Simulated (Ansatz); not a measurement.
We consider Bi2S3 (model structure, started from the beta Ga2O3 type, C2/m, No. 12, 10 atoms in the cell), described by HSE06 (plane waves, PAW; Ansatz, a quantum-chemistry and plane-wave program).

Run with plane-wave cutoff 460 eV, 6×6×4 k mesh (along the axes of the cell as run), Fermi–Dirac smearing 0.01 eV, scalar-relativistic PAW data made under PBE.

Cell (relaxed with PBEsol):

```xyz
10
Lattice="8.3360 -2.0410 -1.5362 8.3360 2.0410 -1.5362 -3.3080 0.0000 8.3221" Properties=species:S:1:pos:R:3 pbc="T T T"
Bi    -0.5763     0.0000     6.3909
Bi    13.9402     0.0000    -1.1413
Bi    10.0352     0.0000     0.3050
Bi     3.3286     0.0000     4.9446
S      3.4896     0.0000     0.5566
S      9.8743     0.0000     4.6930
S      0.9665     0.0000     3.4752
S     12.3974     0.0000     1.7744
S      7.2178     0.0000    -0.2971
S      6.1461     0.0000     5.5466
```

Problem. Give the computed band gap, smallest direct gap on the k points sampled and direct gap at Γ.

Solution. 
* **band gap**: 1.70 eV (on the SCF k mesh)
* **smallest direct gap on the k points sampled**: 1.87 eV
* **direct gap at Γ**: 2.35 eV

Note: the relaxation could raise the start's symmetry but not lower it, so the cell can be a saddle point; cell and atoms aren't relaxed at this level (largest force component 0.24 eV/Å, pressure 0.8 GPa).

Spin–orbit coupling is not included; with these elements it can move the gap by several tenths of an eV or more.

Cost on a shared machine: roughly 60 core-minutes.

A model structure was made by putting elements into a prototype or built by hand; it is no filed structure, need not be a known phase, and can be a saddle point held by its symmetry.
